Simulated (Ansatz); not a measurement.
Effect of isotropic strain −1.00 % on ZrSe2

Base system: ZrSe2 in the CdI2 type structure (space group P-3m1, No. 164; a = 3.6598 Å, c = 5.8412 Å; layered, stacked along the Cartesian z axis; relaxed with 0.1 eV smearing).

Perturbation: the cell is scaled by 0.9900 in all directions, atoms relaxed at fixed cell.

Computed with PBEsol-D3(BJ) in Ansatz (plane waves to 420 eV, PAW, no spin-orbit coupling). Settings: 18×18×10 k-points, 0.1 eV Fermi–Dirac smearing.

* **Volume per atom**: 21.91 Å³ (base 22.59 Å³)
* **Space group**: P-3m1 (No. 164) (base P-3m1 (No. 164))
* **Shortest interatomic distance**: 2.645 Å (base 2.655 Å)
* **Energy relative to the base (free energy F)**: +3.1 meV/atom
* **Pressure (mean of the normal stresses, compression positive)**: 1.5 GPa (base 0.0 GPa)
* **Band gap**: zero (base zero)
* **Largest internal atomic displacement**: 0.027 Å

Final structure:

```xyz
3
Lattice="3.6232 0.0000 0.0000 -1.8116 3.1378 0.0000 0.0000 0.0000 5.7828" Properties=species:S:1:pos:R:3 pbc="T T T"
Zr     0.0000     0.0000     0.0000
Se     0.0000     2.0919     1.6193
Se     1.8116     1.0459     4.1635
```

Whether these cells are dynamically stable was not tested. The final runs are not spin-polarised. The zero or small gap of ZrSe2 can change with the level of theory.

Ansatz is a program for electronic structure.
